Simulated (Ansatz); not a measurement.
Base system: Ru5Si3 (space group Pbam, No. 55; a = 5.205 Å, b = 9.770 Å, c = 4.012 Å; a cell from a computed database, its experimental status unchecked).

All numbers come from Ansatz (a first-principles code), PBEsol, PAW, cutoff 420 eV, scalar-relativistic without spin-orbit coupling.

Before the change:

The volume per atom is 12.75 Å³.

The change: a negative pressure, −2 GPa.

How does this affect the volume per atom?

The volume per atom grows by 0.094 Å³, from 12.75 Å³ to 12.85 Å³.

Load acts through the strain it causes; cell and atoms are relaxed under it. Whether these cells are dynamically stable was not tested. All final runs are without spin polarisation.
